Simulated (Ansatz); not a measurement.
Consider MgO in the rock salt structure (space group Fm-3m, No. 225; a = 4.159 Å). Axes: x, y, z lie along the cube axes.

The values are results of LDA (Ansatz, a first-principles code, PAW, without spin-orbit coupling), not measurements.

Strains are applied to the cell and any free atomic positions relax; under biaxial strain the out-of-plane vector relaxes too.

One change was made to it. Results:

The shortest interatomic distance increases by 0.009 Å (2.080 Å → 2.089 Å); the valence-band top at Γ (three highest levels, from the VBM) changes from 0.00, 0.00, 0.00 eV to 0.00, -0.09, -0.09 eV.

Which change produced these results?
A. biaxial strain −0.42 %, plane normal [111], relaxed out of plane
B. biaxial strain −1.25 %, plane normal [111], relaxed out of plane
C. biaxial strain +1.67 %, plane normal [111], relaxed out of plane
D. biaxial strain −1.67 %, plane normal [111], relaxed out of plane
E. biaxial strain +0.83 %, plane normal [111], relaxed out of plane

E, biaxial strain +0.83 %, plane normal [111], relaxed out of plane. For comparison, the valence-band top at Γ in the other runs: biaxial strain −1.67 %, plane normal [111], relaxed out of plane gives 0.00, 0.00, -0.19 eV; biaxial strain +1.67 %, plane normal [111], relaxed out of plane gives 0.00, -0.17, -0.17 eV; biaxial strain −1.25 %, plane normal [111], relaxed out of plane gives 0.00, 0.00, -0.14 eV; biaxial strain −0.42 %, plane normal [111], relaxed out of plane gives 0.00, 0.00, -0.05 eV.

The levels and masses belong to the bands next to the band gap. Stability against distortions was not tested.
